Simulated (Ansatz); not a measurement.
**SiC: strain along the normal**

SiC (4H polytype, P6_3mc, 10.498 Å³/atom and stress up to 0.01 GPa in the relaxed cell, c along z) under an equal strain ε in the (0001) plane with the normal axis free, as in a coherent film. PBE in Ansatz, a plane-wave DFT program (PAW, default set), 420 eV, 12×12×4 Γ-centred mesh, Fermi-Dirac smearing 0.05 eV; ions are relaxed, or left where forces stay under 0.02 eV/Å, within the symmetry of each cell.

Here s stands for strain and y for normal strain.

| strain (%) | normal strain (%) |
|---|---|
| -1.50 | 0.30 |
| -0.75 | 0.15 |
| 0.00 | 0.00 |
| 0.75 | -0.14 |
| 1.50 | -0.28 |
| 3.00 | ? |

Fit y of the 5 rows that show it with a straight line. Means: s 0, y 0.006. About the means, the sum of products is -1.0875 and the sum of squares of s is 5.6250; the slope is their ratio. Least squares gives y = 0.006 - 0.1933·s. Residuals (row less fit): 0.004, -0.001, -0.006, -0.001, 0.004; standard error 0.005 (degrees of freedom: 3). The slope, -0.193 ± 0.002, is the elastic response of the normal axis, −2C13/C33.

Problem. Estimate the missing y (s = 3.00); what did the run itself give?

Solution. y = 0.006 - 0.1933 × 3.00 = -0.574%. The calculation gives -0.54%, 0.034% above the prediction (4.0 % of the range of y in the table). The row lies outside the fitted rows, so this is an extrapolation. The scatter of the fitted rows lies at the last printed digit.

A polynomial of degree 2 through the 8 other runs of the series gives -0.54 there, so most of the miss is curvature that the fit leaves out. The start is a measured cell from the literature; how it stands against other phases or cation orders wasn't checked. Rows are the converged runs of the series near zero and its far end; series whose fitted rows scatter by over a few per cent of the range, as at a crossing or softening among them, aren't shown in this form, nor equations of state whose B0' disagrees with the runs' pressures. Most that stay on the fit to the last digits aren't either.
